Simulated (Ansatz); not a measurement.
Cells marked so need not be the phases stable at ambient conditions, and some may be hypothetical.

The gap is the functional's own. No spin-orbit coupling. Mid-gap values are interpolated on the energy grid.

A. Nb$_{2}$Bi$_{2}$PbO$_{9}$ (I4/mmm, not sure to be the ambient phase, 14 atoms a cell, 13.6 Å³ an atom), along the normal of (101)
B. Hg3(SF)2 (I2_13, not sure to be the ambient phase, 14 atoms a cell, 19.6 Å³ an atom), along the normal of (110)
C. SnH8(NF3)2 (P-3m1, not sure to be the ambient phase, 17 atoms a cell, 9.1 Å³ an atom, -3 GPa at this level), along the normal of (110)

Question: Order them by mid-gap decay constant of the slowest evanescent state (highest first) at the level Ansatz (a quantum-chemistry and plane-wave program) with r2SCAN.

Answer: C (0.51 1/Å), B (0.27 1/Å), A (0.23 1/Å)
